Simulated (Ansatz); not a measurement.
Start from BiB in the zinc blende structure (space group F-43m, No. 216; a = 5.4556 Å; a hypothetical phase, not in the database extracts checked).

Now apply this change: cell and atoms relaxed at a pressure of 100 GPa.

Levels (all Ansatz, a quantum-chemistry and plane-wave program, PAW): PBEsol (420 eV, no SOC); HSE06+SOC (420 eV, spin-orbit coupling included).

The geometry is relaxed with PBEsol.

| Item | Value |
|---|---|
| PBEsol band gap | 0.36 eV |
| PBEsol valence-band top at Γ | 0.00, 0.00, 0.00 eV |

**Question.** What does HSE06+SOC give at this geometry for the band gap and valence-band top at Γ?

**Answer.** The band gap grows by 0.445 eV (0.36 eV → 0.81 eV); the valence-band top at Γ (three highest Kramers pairs, from the VBM) goes from 0.00, 0.00, 0.00 eV to 0.00, 0.00, -1.19 eV. The threefold valence maximum splits by Δso ≈ 1.19 eV.

Single points use the geometry relaxed with PBEsol. HSE06 gaps are upper bounds (no full band path). Differences between runs with and without spin-orbit coupling are approximate. Spin-orbit coupling, missing from the scalar runs, can matter with Bi. Load acts through the strain it causes; cell and atoms are relaxed under it. Whether these cells are dynamically stable was not tested. Competing high-pressure phases were not computed.
